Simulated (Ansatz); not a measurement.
**Hypothetical CsCl type NbAs, response to strain**

The parent structure is NbAs in the CsCl type structure (space group Pm-3m, No. 221; a = 3.181 Å; a hypothetical phase, not in the database extracts checked; relaxed with 0.1 eV smearing). Axes: x, y, z lie along the cube axes.

Strains are applied to the cell and any free atomic positions relax; under biaxial strain the out-of-plane vector relaxes too.

All numbers come from PBEsol, PAW, 420 eV (Ansatz, a first-principles code; without spin-orbit coupling).

Candidates:
(a) biaxial strain −2.39 %, plane normal [111], relaxed out of plane
(b) uniaxial strain ε_zz = +0.62 %
(c) biaxial strain +0.76 %, plane normal [111], relaxed out of plane
(d) biaxial strain +2.80 %, plane normal [001], relaxed out of plane

Notes on the quantities. energy relative to the base: free energy F.

Question: Order them by energy relative to the base, lowest first.

Answer: (b) uniaxial strain ε_zz = +0.62 % (+0.6 meV/atom), (c) biaxial strain +0.76 %, plane normal [111], relaxed out of plane (+2.2 meV/atom), (a) biaxial strain −2.39 %, plane normal [111], relaxed out of plane (+23 meV/atom), (d) biaxial strain +2.80 %, plane normal [001], relaxed out of plane (+29 meV/atom)

No phonon test of stability was made. All final runs are without spin polarisation.
